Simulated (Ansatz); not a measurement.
System: LaN (P6₃mc, No. 186, 4 atoms in the cell; start mp-567290; a measured phase of this formula has another space group). Method: r²SCAN0 (plane waves, PAW; Ansatz, a program for electronic structure).

Numerical settings: plane-wave cutoff 520 eV, 9×9×4 k mesh (along the axes of the cell as run), Fermi–Dirac smearing 0.01 eV, scalar-relativistic PAW data made under PBE.

Cell (relaxed with PBEsol):

```
LaN
1.0
    4.11504     0.00000     0.00000
   -2.05752     3.56373     0.00000
    0.00000     0.00000     5.81155
La N
2 2
Cartesian
  0.00000   2.37582   5.78234
  2.05752   1.18791   2.87657
  0.00000   2.37582   2.41194
  2.05752   1.18791   5.31772
```

Task: Predict the band gap and Γ–Γ gap.

Result: 
band gap: 2.99 eV (on the SCF k mesh)
Γ–Γ gap: 3.50 eV

Note: cell and atoms aren't relaxed at this level (largest force component 0.03 eV/Å, pressure 2.3 GPa).

Spin–orbit coupling is not included.

Computed values are for the static lattice.

Cost on a shared machine: very roughly 6 core-minutes.

A start named mp-… is a Materials Project structure, which need not be a measured phase.
